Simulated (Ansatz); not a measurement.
The starting structures come from a database of crystals and need not be the phases stable at ambient conditions.

By PBEsol, the system below comes out a metal.

A figure of merit of an interconnect metal is its ballistic conductance per area.

Consider the following.

```xyz
10
Lattice="4.0460 0.0000 0.0000 0.0000 6.7955 0.0202 2.0230 -3.3829 4.8906" Properties=species:S:1:pos:R:3 pbc="T T T"
Cu     0.0000     0.0000     0.0000
Cu     4.0460     0.1324     2.5335
Cu     2.0230     3.2801     2.3773
Cu     4.0460     2.2976     1.0690
Cu     2.0230     1.1149     3.8418
Al     4.0460     0.0148     4.9007
Al     4.0460     4.7321     1.5428
Al     2.0230    -1.3196     3.3681
Al     4.0460     2.6281     3.7180
Al     2.0230     0.7844     1.1929
```

Space group of this cell: C2/m. The cell was relaxed by PBE-D3(BJ); by PBEsol its mean pressure is 1.2 GPa.

The current flows along the normal of the first two printed cell vectors. No spin-orbit coupling; the value is a mean over 0.1 eV about the Fermi level.

**Question.** Compute, with PBEsol run with Ansatz (a program for electronic structure), the ballistic conductance per area.

**Answer.** 0.55 × 10¹⁵ S/m² for both spins.
